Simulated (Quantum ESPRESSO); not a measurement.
A self-consistent single point of IrO₂ (P4_2/mnm, 6 atoms in the cell) with Quantum ESPRESSO.

Level of theory: PBE, GBRV 1.5 ultrasoft (PBE) pseudopotentials (plane waves; Quantum ESPRESSO 7.5).

```xyz
6
Lattice="4.5332 0.0000 0.0000 0.0000 4.5332 0.0000 0.0000 0.0000 3.1964" Properties=species:S:1:pos:R:3 pbc="T T T"
Ir     2.2666     2.2666     1.5982
Ir     0.0000     0.0000     0.0000
O      3.1340     3.1340     0.0000
O      1.3992     1.3992     0.0000
O      3.6659     0.8674     1.5982
O      0.8674     3.6659     1.5982
```

Reference input (self-consistent single point, DFT, PBE, plane waves, GBRV 1.5 ultrasoft (PBE) pseudopotentials): ecutwfc = 40 Ry; ecutrho = 320 Ry; occupations = smearing; smearing = gaussian; degauss = 0.0036749 Ry; potentials = {Ir: ir_pbe_v1.2.uspp.F.UPF, O: o_pbe_v1.2.uspp.F.UPF}; K_POINTS = automatic 6 6 8 0 0 0; conv_thr = 1e-09 Ry. This run's input differs from it in these lines:

```diff
@@ -18,3 +18,3 @@
  smearing = 'gaussian'
- degauss = 0.0036749
+ degauss = 0.036749
 /
```

Log, with long lists cut:

```
     Self-consistent Calculation

     iteration #  1     ecut=    40.00 Ry     beta= 0.70

     negative rho (up, down):  6.099E-01 0.000E+00

     total energy              =    -490.24812204 Ry
     estimated scf accuracy    <       4.24326511 Ry

     iteration #  2     ecut=    40.00 Ry     beta= 0.70

     negative rho (up, down):  6.674E-01 0.000E+00

     total energy              =    -490.02314166 Ry
     estimated scf accuracy    <      13.80312220 Ry

     iteration #  3     ecut=    40.00 Ry     beta= 0.70

     negative rho (up, down):  6.466E-01 0.000E+00

     total energy              =    -492.51718473 Ry
     estimated scf accuracy    <       0.09429775 Ry

   [... 6 blocks of this kind left out ...]

     iteration # 10     ecut=    40.00 Ry     beta= 0.70

     negative rho (up, down):  6.491E-01 0.000E+00

     total energy              =    -492.53284720 Ry
     estimated scf accuracy    <          7.5E-09 Ry

     iteration # 11     ecut=    40.00 Ry     beta= 0.70

     negative rho (up, down):  6.491E-01 0.000E+00
     End of self-consistent calculation

     the Fermi energy is    13.4918 ev

!    total energy              =    -492.53284720 Ry
     estimated scf accuracy    <          7.1E-11 Ry
     smearing contrib. (-TS)   =      -0.02591627 Ry
     internal energy E=F+TS    =    -492.50693093 Ry

     convergence has been achieved in  11 iterations

     negative rho (up, down):  6.491E-01 0.000E+00

     Forces acting on atoms (cartesian axes, Ry/au):

     atom    1 type  1   force =     0.00000000    0.00000000   -0.00000000
     atom    2 type  1   force =     0.00000000    0.00000000    0.00000000
     atom    3 type  2   force =    -0.00018772   -0.00018772   -0.00000000
     atom    4 type  2   force =     0.00018772    0.00018772   -0.00000000
     atom    5 type  2   force =     0.00018772   -0.00018772    0.00000000
   [... lines left out ...]
     Total force =     0.000531     Total SCF correction =     0.000002
   [... lines left out ...]

     negative rho (up, down):  6.491E-01 0.000E+00
          total   stress  (Ry/bohr**3)                   (kbar)     P=       -7.43
  -0.00000439   0.00000000   0.00000000           -0.65        0.00        0.00
   0.00000000  -0.00000439   0.00000000            0.00       -0.65        0.00
   0.00000000   0.00000000  -0.00014284            0.00        0.00      -21.01

   JOB DONE.
```

The run converged in 11 iterations. Against the reference run the free energy drops by 30.3 meV/atom, the pressure goes from -1.41 to -0.74 GPa and the largest force goes from 0.016 to 0.007 eV/Å.

The starting cell comes from a database of computed structures (which also holds hypothetical and non-ambient phases and stackings), without a prior relaxation at this level. Its lattice was rescaled by a random factor within 2.5 % of one. Spin polarisation is off.

Cost on one core of a shared machine: roughly 30 s.
